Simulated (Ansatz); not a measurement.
For CsCl-type CdO (model structure), LDA (Ansatz, a program for electronic structure, PAW) gives:

| Item | Value |
|---|---|
| equilibrium lattice constant a | 2.845 Å |
| enthalpy of formation | -0.868 eV/atom |

Q: What does PBE-D4 (Ansatz, PAW) give for the same quantities?

A: 
- lattice constant a: 2.907 Å (goes up by 2.2 %)
- formation enthalpy: -0.735 eV/atom (moves by +0.133 eV/atom)

Changes are worked out from the printed values.

Unless a cell is named, each level is at its own relaxed cell (LDA 11.52, PBE-D4 12.28 Å³/atom).

Ansatz's density-functional and Hartree–Fock values are scalar-relativistic unless marked +SOC, with PAW data made under PBE.

A model structure was made by putting elements into a prototype or built by hand; it is no filed structure, need not be a known phase, and can be a saddle point held by its symmetry.
